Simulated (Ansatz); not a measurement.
Hf: transverse stress against strain

Hf (hcp, P6_3/mmc, 22.363 Å³/atom and stress up to 0.01 GPa in the relaxed cell, c along z) under a strain ε along a direction in the basal plane (axis x), the other axes held. r2SCAN in Ansatz, a plane-wave DFT program (PAW, default set), 500 eV, 21×21×12 Γ-centred mesh, Fermi-Dirac smearing 0.10 eV; ions are relaxed, or left where forces stay under 0.02 eV/Å, within the symmetry of each cell. Stress is positive for a compressed cell.

Here s stands for strain and y for stress zz.

| strain (%) | stress zz (GPa) |
|---|---|
| -3.00 | ? |
| -1.50 | 0.99 |
| -1.00 | 0.66 |
| -0.50 | 0.33 |
| 0.00 | 0.00 |
| 0.50 | -0.32 |
| 1.00 | -0.64 |
| 1.50 | -0.96 |

Fit y of the 7 rows that show it with a straight line. Means: s 0, y 0.009. About the means, the sum of products is -4.5500 and the sum of squares of s is 7.0000; the slope is their ratio. Least squares gives y = 0.009 - 0.6500·s. Residuals (row less fit): 0.006, 0.001, -0.004, -0.009, -0.004, 0.001, 0.006; standard error 0.006 (degrees of freedom: 5). The slope gives the elastic constant C13 = about 65 GPa.

Task: What does the fit predict for y at s = -3.00, and how far is the calculated value from it?

Result: y = 0.009 - 0.6500 × (-3.0) = 1.959 GPa. The calculation gives 2.01 GPa, 0.051 GPa above the prediction (1.7 % of the range of y in the table). The row lies outside the fitted rows, so this is an extrapolation. From the scatter of the fitted rows alone, a prediction at this place has a standard error of 0.010 GPa, so the miss is 5.1 times that.

A polynomial of degree 2 through the 12 other runs of the series gives 2.00 there, so most of the miss is curvature that the fit leaves out. In a metal these values are sensitive to mesh and smearing; energies are taken to zero smearing, stresses follow the free energy. Rows are the converged runs of the series near zero and its far end; series whose fitted rows scatter by over a few per cent of the range, as at a crossing or softening among them, aren't shown in this form, nor equations of state whose B0' disagrees with the runs' pressures. Most that stay on the fit to the last digits aren't either.
